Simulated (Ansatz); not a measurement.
## SnSe2, response to strain

The parent structure is SnSe2 in the CdI2 type structure (space group P-3m1, No. 164; layered, stacked along the Cartesian z axis).

```xyz
3
Lattice="3.7936 0.0000 0.0000 -1.8968 3.2854 0.0000 0.0000 0.0000 5.7438" Properties=species:S:1:pos:R:3 pbc="T T T"
Sn     0.0000     0.0000     0.0000
Se     0.0000     2.1903     1.5854
Se     1.8968     1.0951     4.1584
```

Cartesian axes are those of the cell as printed.

Strains are applied to the cell and any free atomic positions relax.

All numbers come from PBEsol-D3(BJ) in Ansatz (plane waves to 420 eV, PAW, scalar-relativistic without spin-orbit coupling).

Candidates:
(a) uniaxial strain ε_zz = +3.00 %
(b) uniaxial strain ε_zz = +0.50 %
(c) uniaxial strain ε_zz = +2.50 %

For the base:

```
Item                  Result
-------------------  -------
Smallest direct gap  0.68 eV
```

Order them by smallest direct gap, highest first.

(a) uniaxial strain ε_zz = +3.00 % (0.85 eV), (c) uniaxial strain ε_zz = +2.50 % (0.82 eV), (b) uniaxial strain ε_zz = +0.50 % (0.71 eV)

Whether these cells are dynamically stable was not tested. The final runs are not spin-polarised.

Ansatz is a program for electronic structure.
